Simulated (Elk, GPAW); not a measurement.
A GPAW input for a self-consistent single point of YAlSi (Cmcm, 6 atoms in the cell) (DFT PBEsol, plane waves, GPAW PAW datasets PBEsol (made by gpaw-setup)):

```python
from ase import Atoms
from ase.units import GPa
from gpaw import GPAW, PW, FermiDirac

atoms = Atoms(['Y', 'Y', 'Al', 'Al', 'Si', 'Si'],
              cell=[[1.990125, -5.169310, 0.000000],
                    [1.990125, 5.169310, 0.000000],
                    [0.000000, 0.000000, 5.705030]],
              positions=[[1.990125, 2.013963, 1.426257],
                         [1.990125, -2.013963, 4.278772],
                         [0.000000, 0.000000, 2.852515],
                         [0.000000, 0.000000, 0.000000],
                         [1.990125, 1.016390, 4.278772],
                         [1.990125, -1.016390, 1.426257]],
              pbc=True)

calc = GPAW(mode=PW(550),
            xc='PBEsol',
            kpts={'size': (6, 6, 4), 'gamma': True},
            occupations=FermiDirac(0.1),
            nbands=-14,
            symmetry={'symmorphic': False, 'tolerance': 0.0005},
            maxiter=120,
            txt='-')

atoms.calc = calc

energy = atoms.get_potential_energy()
print('Energy (eV):', round(energy, 6))
forces = atoms.get_forces()
print('Forces (eV/Ang):')
print(forces.round(5))
stress = atoms.get_stress()
print('Stress (GPa, Voigt):', (stress / GPa).round(4))
```

Q: Translate this input to Elk.

A: One input that does it (others would too):

```
tasks
  0

xctype
  22

tforce
  .true.

rgkmax
  7.5

gmaxvr
  18.0

lmaxapw
  10

lmaxo
  8

nxlo
  2

lorbcnd
  .true.

lradstp
  2

nrmtscf
  2.0

lmaxi
  4

stype
  3

swidth
  0.00367493

avec
    3.7607912038   -9.7685801533    0.0000000000
    3.7607912038    9.7685801533    0.0000000000
    0.0000000000    0.0000000000   10.7809442328

atoms
  3   : nspecies
  'Y.in'   : spfname
  2   : natoms; atposl, bfcmt below
  0.3052000000  0.6948000000  0.2500000000    0.0 0.0 0.0
  0.6948000000  0.3052000000  0.7500000000    0.0 0.0 0.0
  'Al.in'   : spfname
  2   : natoms; atposl, bfcmt below
  0.0000000000  0.0000000000  0.5000000000    0.0 0.0 0.0
  0.0000000000  0.0000000000  0.0000000000    0.0 0.0 0.0
  'Si.in'   : spfname
  2   : natoms; atposl, bfcmt below
  0.4016900000  0.5983100000  0.7500000000    0.0 0.0 0.0
  0.5983100000  0.4016900000  0.2500000000    0.0 0.0 0.0

ngridk
  6 6 4
```

Basis settings and potentials, where a program has them, do not carry over. This input uses DFT, PBEsol, all-electron FP-LAPW, Elk's shipped species files, APW+lo basis with extra local orbitals.

The starting cell comes from a database of computed structures (which also holds hypothetical and non-ambient phases and stackings), without a prior relaxation at this level.
